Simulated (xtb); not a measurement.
xtb 6.7.1, GFN2-xTB: Si(Et)(NH2)2(NMe2) (CC[Si](N)(N)N(C)C), 23 atoms. The geometry is a generated start, not checked to be a minimum at this level.

```yaml
run_flags: --grad
method: GFN2-xTB
"--acc": 1 (default)
"--etemp (K)": 300 (default)
basis_functions: 53
valence_electrons: 50
```

```xyz
23

C      2.0931     1.5125     0.1298
C      1.5530     0.5644    -0.9338
Si     0.2861    -0.6873    -0.2542
N     -0.0721    -1.7478    -1.5817
N      0.8406    -1.6011     1.1233
N     -1.1048     0.1272     0.3523
C     -1.6385     1.3253    -0.2416
C     -2.1028    -0.5907     1.1051
H      1.2819     2.0636     0.5995
H      2.7908     2.2301    -0.3013
H      2.6165     0.9570     0.9044
H      1.1214     1.1451    -1.7477
H      2.3871     0.0128    -1.3705
H      0.6762    -2.2590    -2.0212
H     -0.8720    -2.3530    -1.4825
H      0.9446    -1.1102     1.9968
H      1.6402    -2.1995     0.9845
H     -0.8593     1.8522    -0.7831
H     -2.0304     1.9833     0.5424
H     -2.4573     1.1040    -0.9383
H     -2.9530    -0.8779     0.4748
H     -1.6598    -1.4872     1.5253
H     -2.4814     0.0361     1.9176
```

One run each on 1 thread. Values of broydamp tried: 0.02, 0.05, 0.1, 0.2, 0.4 (default), 0.6, 0.8, 1.

Predict the course of the SCC iterations along this series.

Fewest SCC iterations, within one of each other: 0.4 (default) with 12, 0.6 with 12, 0.8 with 12, 1 with 13. The count rises to 21 at 0.02. All converge to one solution.

```json
[
 {"broydamp": "0.02", "SCC iterations": "21", "end": "same solution"},
 {"broydamp": "0.05", "SCC iterations": "19", "end": "same solution"},
 {"broydamp": "0.1", "SCC iterations": "17", "end": "same solution"},
 {"broydamp": "0.2", "SCC iterations": "15", "end": "same solution"},
 {"broydamp": "0.4 (default)", "SCC iterations": "12", "end": "same solution"},
 {"broydamp": "0.6", "SCC iterations": "12", "end": "same solution"},
 {"broydamp": "0.8", "SCC iterations": "12", "end": "same solution"},
 {"broydamp": "1", "SCC iterations": "13", "end": "same solution"}
]
```
